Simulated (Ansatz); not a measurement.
Ansatz (a quantum-chemistry and plane-wave program) is run on CrGaFeSe₄ (R3m, 7 atoms in the cell), and the run fails. The aim is a self-consistent single point with DFT, PBEsol, plane waves, default PAW files made with PBE.

Cell that was meant: a = 12.9589 Å, b = 12.9589 Å, c = 12.9589 Å, α = 17.05°, β = 17.05°, γ = 17.05°.

Part of the input:

Ansatz 0.2 input:
```yaml
  spin_polarized: true
scf:
  occupations: { method: cold, width: 0.272 }
  max_iter: 4
output:
  forces: true
  eigenvalues: true
```

Output, abridged:

```
SCF iter   1: F=—  HF=-33242.190289 eV  |F-HF|=—  |Δ(HF+E_count)|=         —  Δρ=1.27e-1 (↑3.91e-2 ↓1.27e-1)  dr2=4.58e1  dr2_m=7.17e0  M=4.440 μB ∫|m|=4.946 μB  β_m=0.30  ethr=3.10e-3  ⟨swp⟩=5.7  Hψ=8836  notcnv=0
all-band conjugate gradients solve this SCF's bands
preconditioner: auto → Kerker (q_TF=auto, 2.543 Å⁻¹)
   [... lines left out ...]
SCF iter   3: F=—  HF=-33240.772546 eV  |F-HF|=—  |Δ(HF+E_count)|=    3.25e0  S|Δr|=    0.00e0  Δρ=2.50e-2 (↑2.50e-2 ↓2.00e-2)  dr2=4.81e0  dr2_m=2.16e-1  M=6.223 μB ∫|m|=6.444 μB  β_m=0.30  ethr=3.10e-3  ⟨swp⟩=7.2  Hψ=19531  notcnv=0
SCF iter   4: F=—  HF=-33240.563185 eV  |F-HF|=—  |Δ(HF+E_count)|=   2.09e-1  S|Δr|=    0.00e0  Δρ=1.26e-2 (↑1.26e-2 ↓1.24e-2)  dr2=3.48e0  dr2_m=9.28e-2  M=6.318 μB ∫|m|=6.597 μB  β_m=0.36  ethr=3.10e-3  ⟨swp⟩=6.2  Hψ=17596  notcnv=0
Error: did not converge after 4 iterations: dr2 = 3.48e0 (threshold 1.00e-7), under the density mixer `msr1`, which `scf.mixing.algorithm: auto` chose by the deck's other keys (type `scf.mixing.algorithm: msr1` to keep it); raise `scf.max_iter`, which need not help a stalled SCF, or adjust the mixing (`scf.mixing`) or, under a smearing, its width (`scf.occupations.width`, in either direction: another width is another result); this SCF holds its density and magnetisation to the symmetry operations that it keeps, and cannot end on a state that breaks one of them: if the state sought breaks one, re-run with `crystal.symmetry.detect: false`, without `crystal.symmetry.time_reversal: [...]
```

Question: What is wrong, and how is it fixed?

Answer: The fault is an iteration limit that is too low. The loop is cut before its threshold is met, so whatever is printed at the end is not self-consistent. To fix it, raise the limit, or leave it to the default. The run ended unconverged after 4 iterations.

The sound input it was made from differs as follows (other fixes are possible):
```diff
-  max_iter: 4
```

With that input, the run converged in 51 iterations: free energy E − TS (on the zero of these files) -33240.1809 eV; Fermi level (on the code's own zero) 8.50 eV; pressure -3.59 GPa; largest force (vector length) 0.266 eV/Å; size of the cell's spin moment 0.48 μB (DFT, PBEsol, plane waves, default PAW files made with PBE).

On the sound input: the starting cell comes from a database of computed structures (which also holds hypothetical and non-ambient phases and stackings), without a prior relaxation at this level. The magnetic order is the one reached from the typed start; others were not searched systematically. The program warned that a starting moment was not kept. With a pressure of about -4 GPa the cell is away from its equilibrium volume at this level. Ansatz's pressure includes its estimate of the finite-basis (Pulay) stress.
